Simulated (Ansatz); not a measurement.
**InP (model structure, started from the CdTe type, P6₄22, No. 181, 6 atoms in the cell)**

Calculation: PBEsol (Ansatz, an electronic-structure program, PAW).

Run with plane-wave cutoff 520 eV, 18×18×6 k mesh (along the axes of the cell as run), Fermi–Dirac smearing 0.05 eV, scalar-relativistic PAW data made under PBE.

Cell (relaxed with PBEsol):

```yaml
crystal:
  lattice:
    - [4.12032, 0.00000, 0.00000]
    - [-2.06016, 3.56830, 0.00000]
    - [0.00000, 0.00000, 9.24980]
  atoms:
    - { symbol: In, position: [0.00000, 0.50002, 0.66667] }
    - { symbol: In, position: [0.49998, 0.49998, 0.00000] }
    - { symbol: In, position: [0.50002, 0.00000, 0.33333] }
    - { symbol: P, position: [0.00000, 0.50001, 0.16667] }
    - { symbol: P, position: [0.49999, 0.49999, 0.50000] }
    - { symbol: P, position: [0.50001, 0.00000, 0.83333] }
```

- band gap = 0.01 eV (under three smearing widths, so not firm)
- smallest direct gap on the k points sampled = 0.02 eV (under three smearing widths, so not firm)

Note: the relaxation could raise the start's symmetry but not lower it, so the cell can be a saddle point.

Spin–orbit coupling is not included; it can close the smallest gap of 0.01 eV.

Static lattice: no zero-point or thermal effects.

Computing time: about 100 core-seconds (a rough figure).

A model structure was made by putting elements into a prototype or built by hand; it is no filed structure, need not be a known phase, and can be a saddle point held by its symmetry.
